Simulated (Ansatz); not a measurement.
An Ansatz (a program for electronic structure) run: CoSi2 with a change (isotropic strain +2.03 %); PBEsol (Ansatz, PAW, scalar-relativistic without spin-orbit coupling).

Input:

Ansatz 0.2 input:
```yaml
crystal:
  lattice:
    - [0, 2.7100186297, 2.7100186297]
    - [2.7100186297, 0, 2.7100186297]
    - [2.7100186297, 2.7100186297, 0]
  atoms:
    - { symbol: Co, position: [0, 0, 0] }
    - { symbol: Si, position: [0.25, 0.25, 0.25] }
    - { symbol: Si, position: [0.75, 0.75, 0.75] }
basis: { ecutwfc: 420, ecutrho_ratio: 4, xc_grid: 2, fft_grid_basis: typed }
kpoints: { mp_grid: { grid: [15, 15, 15] } }
hamiltonian:
  xc: pbesol
  dispersion: none
  pseudopotentials: { kind: paw }
scf: { occupations: { method: fermi_dirac, width: 0.05 }, convergence: { dr2_threshold: 0.0000000003 } }
relax: { f_tol: 0.005, max_steps: 50 }
output: { forces: true, stress: true }
checkpoint: { write: state.ck, write_every: 1000 }
```

Output (explanatory and most iteration lines left out):

```
Relaxation: its limit of steps is 50 (relax.max_steps)
Pseudopotential: Co, paw, valence charge 17
Pseudopotential: Si, paw, valence charge 4
Crystal: 3 atoms, lattice volume = 39.806 Å³
Basis set: ecut = 420 eV, 749 PW (Γ), exchange–correlation on 54×54×54 points (8 copies of the dense FFT grid, shifted against one another)
Bands: 17, of which v1, the nominal top of the filled ones, is band 13 counted from 1 (12 counted from 0)
Symmetry: 48 space group operations
Space group: Fm-3m (ITA 225), of the structure as read, at distance tolerance 3.4e-5 Å
k-points: 120 of 3375
Functional: x = pbesol(κ = 0.804, μ = 0.12345679012345678), c = pbesol(β = 0.046)
SCF iter   1: F=—  HF=-6337.652718 eV  |F-HF|=—  |Δ(HF+E_count)|=         —  Δρ=1.61e-2  dr2=7.11e-2  ethr=1.77e-3  ⟨swp⟩=5.5  Hψ=10625  notcnv=0
SCF iter   2: F=—  HF=-6337.646756 eV  |F-HF|=—  |Δ(HF+E_count)|=   5.96e-3  Δρ=5.24e-3  dr2=1.00e-2  ethr=2.84e-4  ⟨swp⟩=2.0  Hψ=3500  notcnv=0  defer=13
SCF 1 converged in 9 iterations: F = -6337.646156 eV  dr2 = 2.42e-12
relax step   1: F+E_penalty+E_count = -6337.64615621 eV  Δ(F+E_penalty+E_count) = +0.000e0 eV  max|allowed force component| = 3.238e-17 eV/Å  Δτ_max = 0.0000 Å  (9 SCF iters, accepted)
SCF converged after 9 iterations
Free energy (F): -6337.646156 eV
Internal energy: -6337.636460 eV  (E = F + TS)
E sigma→0 (E₀):  -6337.641308 eV
Entropy (-TS):   -0.009696 eV (-3.232 meV/atom)
Fermi energy:    12.195496 eV
--- Forces (eV/Å), atoms counted from 1 ---
  atom   1  Co    -0.00000000     0.00000000     0.00000000
  atom   2  Si    -0.00000000     0.00000000    -0.00000000
  atom   3  Si     0.00000000     0.00000000    -0.00000000
--- Stress (GPa, compression-positive) ---
      -10.230988       0.000000       0.000000
       -0.000000     -10.230988       0.000000
        0.000000      -0.000000     -10.230988
  P = ⅓ Tr σ = -10.2310 GPa (-102.310 kbar)
--- Relaxed structure (1 steps of the walk, 1 accepted, 0 SCFs on fresh bases) ---
  atoms:
    - { symbol: Co, position: [0.0, 0.0, 0.0] }
    - { symbol: Si, position: [0.24999999999999997, 0.24999999999999997, 0.24999999999999997] }
    - { symbol: Si, position: [0.7499999999999999, 0.7499999999999999, 0.7499999999999999] }
```

Stability against distortions was not tested. The final runs are not spin-polarised. The cell was made from CoSi₂ (space group Fm-3m, No. 225; non-magnetic) by this change: isotropic strain +2.03 %.
